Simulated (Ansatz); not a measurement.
Start from ZrO₂ (space group P4_2/nmc, No. 137).

```
CELL_PARAMETERS angstrom
      3.62082     0.00000     0.00000
      0.00000     3.62082     0.00000
      0.00000     0.00000     5.28425
ATOMIC_POSITIONS crystal
  Zr 0.00000 0.00000 0.00000
  Zr 0.50000 0.50000 0.50000
  O  0.00000 0.50000 0.19251
  O  0.00000 0.50000 0.69251
  O  0.50000 0.00000 0.30749
  O  0.50000 0.00000 0.80749
```

Computed with PBE (Ansatz, an electronic-structure program; PAW; 420 eV plane waves; scalar-relativistic without spin-orbit coupling), earlier PAW set.

Before the change:

The smallest direct gap comes out as 4.14 eV and the band gap comes out as 4.04 eV. The electron mass is 2.3 mₑ along c, 0.61 mₑ across (at Γ) and the gap character is indirect, k = (0.222, 0.222, 0) in the run's primitive reciprocal basis → Γ.

Now apply this change: the cell is scaled by 0.9726 in all directions, atoms relaxed at fixed cell.

### Question
What does the calculation give for the smallest direct gap after the change?

### Answer
The smallest direct gap rises by 0.13 eV, from 4.14 eV to 4.27 eV.

### Question
Predict the new band gap.

### Answer
The band gap rises by 0.07 eV, from 4.04 eV to 4.11 eV.

### Question
How does this affect the energy relative to the base?

### Answer
The energy increases by 47 meV/atom.

### Question
How does this affect the electron mass?

### Answer
The electron mass goes from 2.3 mₑ along c, 0.61 mₑ across (at Γ) to 2.1 mₑ along c, 0.60 mₑ across (at Γ).

### Question
How does this affect the gap character?

### Answer
The gap character becomes indirect, A → Γ (base: indirect, k = (0.222, 0.222, 0) in the run's primitive reciprocal basis → Γ).

The cells carry an imposed strain or load. Masses are band curvatures over ±0.01 Å⁻¹ around the edge. Whether these cells are dynamically stable was not tested. This is not the structure that ZrO2 has at room temperature and ambient pressure.
